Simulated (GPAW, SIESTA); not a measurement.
A GPAW input for a self-consistent single point of Pb (Fm-3m, 1 atom in the cell) (DFT PBEsol, plane waves, GPAW PAW datasets PBEsol (made by gpaw-setup)):

```python
from ase import Atoms
from ase.units import GPa
from gpaw import GPAW

atoms = Atoms(['Pb'],
              cell=[[0.000000, 2.475000, 2.475000],
                    [2.475000, 0.000000, 2.475000],
                    [2.475000, 2.475000, 0.000000]],
              positions=[[0.000000, 0.000000, 0.000000]],
              pbc=True)

calc = GPAW(mode={'name': 'pw', 'ecut': 550},
            xc='PBEsol',
            kpts=(9, 9, 9),
            occupations={'name': 'fermi-dirac', 'width': 0.1},
            nbands=-9,
            convergence={'forces': 0.001},
            symmetry={'symmorphic': False, 'tolerance': 0.0005},
            maxiter=150,
            txt='-')

atoms.calc = calc

energy = atoms.get_potential_energy()
print('Energy (eV):', round(energy, 6))
forces = atoms.get_forces()
print('Forces (eV/Ang):')
print(forces.round(5))
stress = atoms.get_stress()
print('Stress (GPa, Voigt):', (stress / GPa).round(4))
```

**Question.** Write the same calculation as an input for SIESTA.

**Answer.** One input that does it (others would too):

```
# files in the folder: Pb.psml (PseudoDojo PBEsol standard)
SystemName  Pb
SystemLabel siesta

NumberOfAtoms                1
NumberOfSpecies              1
%block ChemicalSpeciesLabel
  1 82 Pb
%endblock ChemicalSpeciesLabel
LatticeConstant              3.500179 Ang
%block LatticeVectors
     0.000000000    0.707106694    0.707106694
     0.707106694    0.000000000    0.707106694
     0.707106694    0.707106694    0.000000000
%endblock LatticeVectors
AtomicCoordinatesFormat      Fractional
%block AtomicCoordinatesAndAtomicSpecies
     0.000000000    0.000000000    0.000000000  1
%endblock AtomicCoordinatesAndAtomicSpecies

XC.functional                GGA
XC.authors                   PBEsol
PAO.BasisSize                DZP
PAO.EnergyShift              0.01 Ry
MeshCutoff                   400 Ry
%block kgrid.MonkhorstPack
    9   0   0  0.0
    0   9   0  0.0
    0   0   9  0.0
%endblock kgrid.MonkhorstPack
OccupationFunction           FD
ElectronicTemperature        100.0 meV

MaxSCFIterations             150
SCF.Mixer.Method             Pulay
SCF.Mixer.Weight             0.2
SCF.Mixer.History            8
SCF.DM.Tolerance             1.0E-05
Diag.ParallelOverK           true
WriteForces                  true
Charge.Mulliken              end
```

Basis, cutoffs, solver keys and any potentials are the target program's own. This input uses DFT, GGA PBEsol, numerical atomic orbitals DZP, PseudoDojo PBEsol standard norm-conserving potentials (rewritten from UPF to PSML). Both were run: pressure -0.89 GPa in GPAW and 0.59 in SIESTA.

On GPAW: the starting cell has typed, rounded lattice constants, without a prior relaxation at this level.

On SIESTA: the starting cell has typed, rounded lattice constants, without a prior relaxation at this level. Values carry the incompleteness of an atom-centred basis.
